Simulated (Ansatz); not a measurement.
Take BP (space group P4_2/mnm, No. 136; a = 5.5685 Å, c = 3.2054 Å; a hypothetical phase, not in the database extracts checked) as the base.

(Cell as relaxed with PBE.)

Levels (all Ansatz, a quantum-chemistry and plane-wave program, PAW): PBE (420 eV, no spin-orbit coupling); PBEsol (420 eV, scalar-relativistic without spin-orbit coupling).

Each level relaxes its own structure.

```
base                      PBE    PBEsol
-------------------  --------  --------
volume per atom      12.42 Å³  12.19 Å³
lattice parameter a   5.569 Å   5.532 Å
band gap              0.48 eV   0.27 eV
```

One thing is altered: holes 5.0×10^21 cm⁻³, on a uniform background at fixed cell.

```csv
quantity,PBE,PBEsol
gap between the host's bands,0.60 eV,0.39 eV
gap character,"indirect, Γ → Γ–Z (62 % along)","indirect, Γ → Γ–Z (62 % along)"
Fermi level relative to the doped band's edge (positive inside the band; to 0.05 eV),+0.95 eV,+1.00 eV
shift of the gap caused by the change,+0.12 eV,+0.12 eV
```

PBE's gap between the host's bands lies 0.21 eV above PBEsol's; the two agree on the gap character and shift of the gap caused by the change. Neither level is exact; PBEsol is the comparison here, not a measurement.

Charged cell with a jellium background: band edges are those of the host's band count, energies are not comparable with the neutral cell, and many-body gap narrowing is missing. Whether these cells are dynamically stable was not tested. The zero or small gap of BP can change with the level of theory.
